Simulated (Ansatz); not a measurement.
## CeBr₃ (P6₃/m, No. 176; cell taken from a computed entry)

The numbers are results of LDA in Ansatz (PAW), not measurements.

Run with plane-wave cutoff 500 eV, 6×6×10 k mesh (along the axes of the cell as run), Fermi–Dirac smearing 0.05 eV, spin-polarised start, scalar-relativistic PAW data made under PBE.

Cell (relaxed at this level):

```yaml
crystal:
  lattice:
    - [7.77976, 0.00000, 0.00000]
    - [-3.88988, 6.73747, 0.00000]
    - [0.00000, 0.00000, 4.31600]
  atoms:
    - { symbol: Ce, position: [0.66667, 0.33333, 0.75000] }
    - { symbol: Ce, position: [0.33333, 0.66667, 0.25000] }
    - { symbol: Br, position: [0.91501, 0.61688, 0.25000] }
    - { symbol: Br, position: [0.08499, 0.38312, 0.75000] }
    - { symbol: Br, position: [0.29812, 0.91501, 0.75000] }
    - { symbol: Br, position: [0.70188, 0.08499, 0.25000] }
    - { symbol: Br, position: [0.38312, 0.29812, 0.25000] }
    - { symbol: Br, position: [0.61688, 0.70188, 0.75000] }
```

```
Quantity                            Result
---------------------------  -------------
equilibrium volume per atom  28.28 Å³/atom
lattice parameter a                7.780 Å
lattice parameter c                4.316 Å
```

Note: the magnetic order was assumed, not searched for or taken from measurement; the relaxation could not lower the start's symmetry, so the cell can be a saddle point above a distorted one; the 4f shell is treated without U or exact exchange, so its levels and filling can be wrong.

Spin–orbit coupling is not included.

The computed numbers hold no vibrational or temperature effects.

Cost on a shared machine: roughly 17 core-minutes.

Ansatz is a program for electronic structure.
